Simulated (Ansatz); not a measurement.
## Response to strain in LaB6

The reference is LaB6 (space group Pm-3m, No. 221; a = 4.130 Å). Axes: x, y, z lie along the cube axes.

Strains are applied to the cell and any free atomic positions relax; under biaxial strain the out-of-plane vector relaxes too; under stress the whole cell relaxes.

Calculations: PBEsol, PAW, 420 eV (Ansatz, a first-principles code; no spin-orbit coupling).

Candidates:
(a) biaxial strain −0.96 %, plane normal [001], relaxed out of plane
(b) biaxial strain −1.86 %, plane normal [111], relaxed out of plane
(c) uniaxial strain ε_yy = −5.23 %
(d) uniaxial stress, 3 GPa compression along x
(e) uniaxial stress, 8 GPa tension along z

Notes on the quantities. energy relative to the base: free energy F.

Q: Order them by energy relative to the base, highest first.

A: (c) uniaxial strain ε_yy = −5.23 % (+46 meV/atom), (b) biaxial strain −1.86 %, plane normal [111], relaxed out of plane (+7.3 meV/atom), (e) uniaxial stress, 8 GPa tension along z (+4.3 meV/atom), (a) biaxial strain −0.96 %, plane normal [001], relaxed out of plane (+3.0 meV/atom), (d) uniaxial stress, 3 GPa compression along x (+0.6 meV/atom)

Without a gap, meshes like the base's 11×11×11 leave anisotropic stresses uncertain by several tenths of a GPa, and small strain energies with them. Beyond what the load breaks, stability against distortions was not tested. The final runs are not spin-polarised. An odd electron count without spin: LaB6.
